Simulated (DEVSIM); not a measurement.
Device: Schottky contact on p-type Ge, at 300 K.

Layer 1 from the left is Ge, thickness (μm) 2.60, Na (cm⁻³) 6.5e15, τn (s) 1.7e-5, τp (s) 1.7e-5. Layer 2 from the left is Ge, thickness (μm) 10.0, Na (cm⁻³) 1.1e18, τn (s) 1.7e-5, τp (s) 1.7e-5.

Left contact: Schottky, work function 4.114 eV, emission velocity 7.8e6 cm/s. Right contact: ohmic. Voltage is applied to the left contact. Recombination: SRH at mid-gap, radiative, Auger. Mobility is constant in doping.

The device is made up for the run: typed textbook-type constants, with dimensions and the other settings drawn at random. Values at 300 K.

Ge: gap (eV) 0.664, affinity (eV) 4, permittivity 16, Nc (cm⁻³) 1.04e19, Nv (cm⁻³) 6e18, μn (cm²/Vs) 3900, μp (cm²/Vs) 1900, B (cm³/s) 6.4e-14, Cn (cm⁶/s) 1e-31, Cp (cm⁶/s) 1e-31.

DEVSIM, 1D drift-diffusion, Boltzmann statistics, complete ionisation; no tunnelling, impact ionisation, image-force lowering or self-heating. Metal contacts follow the ideal Schottky-Mott rule: no Fermi-level pinning, no interface dipoles.

Problem. What does the simulation give for the potential step across the device at zero bias, the dark forward voltage at 1 A/cm²?

Solution. potential step across the device at zero bias 0.506 V; dark forward voltage at 1 A/cm² 0.145 V.
